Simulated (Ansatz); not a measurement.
Candidates (primitive cells; geometry: cell and atoms relaxed with PBE):
A. monolayer PbI$_{2}$, a = b = 4.6699 Å, c = 19.7422 Å, α = β = 90.00°, γ = 120.00°
B. monolayer ZrS2, a = b = 3.686 Å, c = 18.947 Å, α = β = 90.00°, γ = 120.00°
C. monolayer SnSe2, a = b = 3.868 Å, c = 19.100 Å, α = β = 90.00°, γ = 120.00°

Task: Order them by band gap (lowest first) at the level PBE with spin-orbit coupling, rigid bands in Ansatz (a quantum-chemistry and plane-wave program).

Result: C (0.75 eV), B (1.16 eV), A (1.76 eV)

Model free-standing layer, not matched to a measured one here: monolayer SnSe2, monolayer ZrS2.
